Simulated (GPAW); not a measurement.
## Input and output of a self-consistent single point for CdIn3 (P6_3/mmc, 8 atoms in the cell) (GPAW)

Method: PBEsol, GPAW PAW datasets PBEsol (made by gpaw-setup) (plane waves; GPAW).

The input file:

```python
from ase import Atoms
from ase.units import GPa
from gpaw import GPAW, PW, FermiDirac

atoms = Atoms(['Cd', 'Cd', 'In', 'In', 'In', 'In', 'In', 'In'],
              cell=[[6.535580, 0.000000, 0.000000],
                    [-3.267790, 5.659978, 0.000000],
                    [0.000000, 0.000000, 5.546810]],
              scaled_positions=[[0.666667, 0.333333, 0.250000],
                                [0.333333, 0.666667, 0.750000],
                                [0.333950, 0.166975, 0.750000],
                                [0.666050, 0.833025, 0.250000],
                                [0.166975, 0.333950, 0.250000],
                                [0.833025, 0.666050, 0.750000],
                                [0.833025, 0.166975, 0.750000],
                                [0.166975, 0.833025, 0.250000]],
              pbc=True)

calc = GPAW(mode=PW(550),
            xc='PBEsol',
            kpts={'size': (3, 3, 4), 'gamma': True},
            occupations=FermiDirac(0.136),
            nbands=-12,
            convergence={'density': 1e-05},
            symmetry={'symmorphic': False, 'tolerance': 0.0005},
            maxiter=150,
            txt='-')

atoms.calc = calc

energy = atoms.get_potential_energy()
print('Energy (eV):', round(energy, 6))
forces = atoms.get_forces()
print('Forces (eV/Ang):')
print(forces.round(5))
stress = atoms.get_stress()
print('Stress (GPa, Voigt):', (stress / GPa).round(4))
```

Log, with long lists cut:

```
Input parameters:
  convergence: {density: 1e-05}
  kpts: {gamma: True,
         size: (3, 3, 4)}
  maxiter: 150
  mode: {ecut: 550.0,
         name: pw}
  nbands: -12
  occupations: {fixmagmom: False,
                name: fermi-dirac,
                width: 0.136}
  symmetry: {symmorphic: False,
             tolerance: 0.0005}
  xc: PBEsol

species:
  Cd:
    name: Cadmium
    Z: 48.0
    valence: 12
    core: 36
    charge: 0.0
    file: Cd.PBEsol.gz

    # Using partial waves for Cd as LCAO basis

  In:
    name: Indium
    Z: 49.0
    valence: 13
    core: 36
    charge: 0.0
    file: In.PBEsol.gz

    # Using partial waves for In as LCAO basis

Reference energy: -1263620.276036  # eV

Spin-paired calculation

Convergence criteria:
 Maximum [total energy] change in last 3 cyles: 0.0005 eV / valence electron
 Maximum integral of absolute [dens]ity change: 1e-05 electrons / valence electron
 Maximum integral of absolute [eigenst]ate change: 4e-08 eV^2 / valence electron
 Maximum number of scf [iter]ations: 150

Symmetries present (total): 24
Symmetries with fractional translations: 12
36 k-points: 3 x 3 x 4 Monkhorst-Pack grid + [0.000000,0.000000,1/8]
9 k-points in the irreducible part of the Brillouin zone
       k-points in crystal coordinates                weights
   0:     0.00000000    0.00000000    0.00000000          1/36
   1:     0.00000000    0.00000000    0.25000000          2/36
   2:     0.00000000    0.00000000    0.50000000          1/36
   3:     0.33333333    0.00000000    0.00000000          6/36
   4:     0.33333333    0.00000000    0.25000000         12/36
   5:     0.33333333    0.00000000    0.50000000          6/36
   6:     0.33333333    0.33333333    0.00000000          2/36
   7:     0.33333333    0.33333333    0.25000000          4/36
   8:     0.33333333    0.33333333    0.50000000          2/36

Wave functions: Plane wave expansion
  Cutoff energy: 550.000 eV
  Number of coefficients (min, max): 5998, 6081
  Pulay-stress correction: 0.000000 eV/Ang^3 (de/decut=0.000000)

Occupation numbers: Fermi-Dirac:
  width: 0.1360  # eV

Eigensolver

Densities:
  Coarse grid: 36*36*32 grid
  Fine grid: 72*72*64 grid
  Total Charge: 0.000000

Density mixing:
  Method: separate
  Backend: pulay
  Linear mixing parameter: 0.05
  old densities: 5
  Damping of long wavelength oscillations: 50

Hamiltonian:
  XC and Coulomb potentials evaluated on a 72*72*64 grid
  External potential:
    NoExternalPotential

XC parameters: PBEsol with 2 nearest neighbor stencil

Number of atoms: 8
Number of atomic orbitals: 72
Number of bands in calculation: 63
Number of valence electrons: 102
Bands to converge: occupied

Density initialized from atomic densities
  63 bands from LCAO basis set

Atomic positions and initial magnetic moments

Positions:
   0 Cd     3.267793    1.886657    1.386702    ( 0.0000,  0.0000,  0.0000)
   1 Cd    -0.000003    3.773321    4.160107    ( 0.0000,  0.0000,  0.0000)
   2 In     1.636918    0.945075    4.160107    ( 0.0000,  0.0000,  0.0000)
   3 In     1.630872    4.714903    1.386702    ( 0.0000,  0.0000,  0.0000)
   4 In    -0.000000    1.890150    1.386702    ( 0.0000,  0.0000,  0.0000)
   5 In     3.267790    3.769828    4.160107    ( 0.0000,  0.0000,  0.0000)
   6 In     4.898662    0.945075    4.160107    ( 0.0000,  0.0000,  0.0000)
   7 In    -1.630872    4.714903    1.386702    ( 0.0000,  0.0000,  0.0000)

Unit cell:
           periodic     x           y           z      points  spacing
  1. axis:    yes    6.535580    0.000000    0.000000    36     0.1572
  2. axis:    yes   -3.267790    5.659978    0.000000    36     0.1572
  3. axis:    yes    0.000000    0.000000    5.546810    32     0.1733

  Lengths:   6.535580   6.535580   5.546810
  Angles:   90.000000  90.000000 120.000001

Effective grid spacing dv^(1/3) = 0.1704

     iter     time        total  log10-change:
                         energy   eigst   dens
iter:   1 --:--:--   -22.080332
iter:   2 --:--:--   -22.007901   -1.91  -1.53
iter:   3 --:--:--   -21.862784   -1.46  -1.56
iter:   4 --:--:--   -21.856466   -3.07  -2.01
iter:   5 --:--:--   -21.652293   -2.39  -2.07
iter:   6 --:--:--   -21.647083   -4.11  -2.59
iter:   7 --:--:--   -21.628382c  -3.19  -2.65
iter:   8 --:--:--   -21.627744c  -4.41  -3.06
iter:   9 --:--:--   -21.627527c  -5.93  -3.32
iter:  10 --:--:--   -21.627239c  -4.95  -3.41
iter:  11 --:--:--   -21.627382c  -5.30  -3.63
iter:  12 --:--:--   -21.627277c  -5.86  -4.00
iter:  13 --:--:--   -21.627315c  -6.66  -3.99
iter:  14 --:--:--   -21.627214c  -6.17  -4.10
iter:  15 --:--:--   -21.627194c  -6.87  -4.08
iter:  16 --:--:--   -21.627184c  -7.25  -4.12
iter:  17 --:--:--   -21.627192c  -7.17  -4.14
iter:  18 --:--:--   -21.627190c  -8.04c -4.79
iter:  19 --:--:--   -21.627186c  -7.83c -4.83
iter:  20 --:--:--   -21.627188c  -8.60c -5.00c

Converged after 20 iterations.

Dipole moment: (-0.000000, -0.000000, 0.000000) |e|*Ang

Energy contributions relative to reference atoms: (reference = -1263620.276036)

Kinetic:        +69.213404
Potential:      -61.938708
External:        +0.000000
XC:             -29.965127
Entropy (-ST):   -0.255737
Local:           +1.191111
SIC:             +0.000000
--------------------------
Free energy:    -21.755057
Extrapolated:   -21.627188

Showing only first 2 kpts
 Kpt  Band  Eigenvalues  Occupancy
  0    49      7.00999    0.07785
  0    50      7.01002    0.07783
  0    51      7.30734    0.00906
  0    52      7.30738    0.00905

  1    49      5.09690    1.99996
  1    50      5.93187    1.98234
  1    51      6.03340    1.96311
  1    52      6.03343    1.96310

Fermi level: 6.57391

No gap
No difference between direct/indirect transitions
Energy (eV): -21.627188

Forces in eV/Ang:
  0 Cd   -0.00000   -0.00000   -0.00000
  1 Cd   -0.00000    0.00000    0.00000
  2 In    0.03841    0.02217    0.00000
  3 In   -0.03841   -0.02217   -0.00000
  4 In    0.00000    0.04435    0.00000
  5 In    0.00000   -0.04435    0.00000
  6 In   -0.03841    0.02217    0.00000
  7 In    0.03841   -0.02217   -0.00000

Stress tensor:
     0.009802    -0.000000     0.000000
     0.000000     0.009802     0.000000
     0.000000     0.000000     0.020190
Stress (GPa, Voigt): [ 1.5704  1.5704  3.2349  0.      0.     -0.    ]
```

The run converged in 20 iterations. GPAW prints stress with tension positive.

The starting cell comes from a database of computed structures (which also holds hypothetical and non-ambient phases and stackings), without a prior relaxation at this level.

Cost on one core of a shared machine: roughly 60 s.
